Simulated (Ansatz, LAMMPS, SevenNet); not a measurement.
# Equilibrium lattice constant a of L1₂ (Cu3Au-type) Pt₃Ti: levels of theory against measurement

Reference value: 3.916 Å (measured, temperature not stated, not corrected to a static lattice; as tabulated in Molecular Dynamics Simulations of PtTi High-Temperature Shape Memory Alloys …).

| level (code) | value (Å) |
|---|---|
| Lennard-Jones jacobson2022 (LAMMPS) | 3.979 |
| SevenNet-l3i5 | 3.951 |
| PBE (Ansatz) | … |
| PBEsol-D3(BJ) (Ansatz) | 3.861 |
| Hartree–Fock (Ansatz) | 3.959 |

Task: Complete the blanks.

Result: 
- PBE (Ansatz, an electronic-structure program), value (Å): 3.948

Differences against the reference: Lennard-Jones jacobson2022 +1.61 %, SevenNet-l3i5 +0.89 %, PBE +0.82 %, PBEsol-D3(BJ) -1.40 %, Hartree–Fock +1.10 %.

Leaving aside Lennard-Jones jacobson2022 (doubt noted below): The reference's temperature isn't stated, so close values are not ranked against it.

The reference isn't brought to a static lattice, while the calculations are for one, so the differences are not the levels' errors alone. A static lattice is as a rule a little smaller than the measured one. The crystal itself was run without spin with PBE, PBEsol-D3(BJ), Hartree–Fock; a magnetic state was not tried in these runs. Density-functional levels without +SOC have no spin–orbit coupling. Lennard-Jones jacobson2022: the pair parameters belong to the elements and are mixed by rule. Lennard-Jones jacobson2022: pair potentials favour close packing, so symmetry can be all that holds this lattice. Hartree–Fock: the run has no spin polarisation, so it can have missed a magnetic state. Cutoffs and k meshes differ between the levels. Ansatz's density-functional and Hartree–Fock values are scalar-relativistic unless marked +SOC, with PAW data made under PBE.

Empirical potentials (Lennard-Jones jacobson2022) are fitted to chosen data: where that held the value shown, agreement is built in, and what lay outside the fit can be far off. Machine-learned potentials (SevenNet-l3i5) are trained on DFT data: a solid inside that data is no test of them.

Differences are worked out from the printed values.
